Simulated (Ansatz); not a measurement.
# Hypothetical NiAs type KH under a change: tensor shear ε_xy = −3.10 %

Consider KH in the NiAs type structure (space group P6_3/mmc, No. 194; a = 3.855 Å, c = 6.826 Å; a hypothetical phase, not in the database extracts checked). Axes: x lies along a and z along c of the hexagonal cell.

Modification: a pure shear with ε_xy = ε_yx = -0.0310; the atoms relax in the strained cell.

Level of theory: plane-wave PAW DFT at the PBEsol level (Ansatz, a quantum-chemistry and plane-wave program, 420 eV), no spin-orbit coupling. k-mesh 10×10×5 (Γ-centred); smearing 0.05 eV (Fermi–Dirac).

```tsv
quantity	base	changed	shift
volume per atom	21.96 Å³	21.94 Å³	-0.02 Å³
space group	P6_3/mmc (No. 194)	P2_1/m (No. 11)	–
energy relative to the base (free energy F)	0 meV/atom	+2.5 meV/atom	+2.5 meV/atom
pressure (mean of the normal stresses, compression positive)	0.00 GPa	0.00 GPa	0.00 GPa
band gap	3.25 eV	3.11 eV	-0.14 eV
gap character	–	indirect, A → B	–
smallest direct gap	3.32 eV	3.28 eV	-0.031 eV
valley order (the lowest conduction-band minima on the path, energy above the VBM, named in the base's zone)	–	M (1/2, 1/2, 0) 3.11 eV; Γ 3.14 eV; M (0, 1/2, 0) 3.20 eV; M (1/2, 0, 0) 3.28 eV	–
largest internal atomic displacement	–	0.038 Å	–
stress (xx, yy, zz, yz, xz, xy; compression positive)	–	(-0.08, 0.06, 0.01, 0.00, 0.00, 0.60) GPa	–
```

Final structure:

```
CELL_PARAMETERS angstrom
      3.85455    -0.11949     0.00000
     -2.03076     3.39789     0.00000
      0.00000     0.00000     6.82632
ATOMIC_POSITIONS crystal
  K  0.00000 0.00000 0.00000
  K  0.00000 0.00000 0.50000
  H  0.32257 0.66503 0.25000
  H  0.67743 0.33497 0.75000
```

No phonon test of stability was made. Labels are those of the standard path for the cell's own space group.
